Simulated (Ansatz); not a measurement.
Consider interstitial K in monoclinic HfO2, charge state +1. All values below come from PBE, PAW (plane waves to 420 eV; Ansatz, an electronic-structure program).

96-site cell at the relaxed PBE lattice, the Γ point alone, smearing 0.01 eV, spin-restricted, no finite-size correction. Energies are static. Spin-orbit coupling is left out. The charge state is imposed; whether it is stable for some Fermi level was not computed. Sites that were not tried may lie lower.

Barriers: single points on a 2×2×2 k-point mesh shifted by half a step at the bands' geometries.

The step: several atoms move together, K the farthest; the atom moves 3.50 Å along (0.00, 0.43, 0.50) of the unit cell; the moving atom starts with neighbours Hf at 2.54, Hf at 2.77, Hf at 2.87; 2 O at 2.24, O at 2.31, O at 2.38, O at 2.40, O at 2.66, O at 2.70 Å and ends with Hf at 2.54, Hf at 2.77, Hf at 2.87; 2 O at 2.24, O at 2.31, O at 2.38, O at 2.40, O at 2.66, O at 2.70 Å.

Estimate the migration barrier of this step that PBE, PAW returns for this input.

2.98 eV, the same both ways. At the saddle the moving atom has neighbours Hf at 2.43, Hf at 2.55; O at 2.17, O at 2.19, O at 2.31, O at 2.37, O at 2.69 Å. The program found a first-order saddle point.
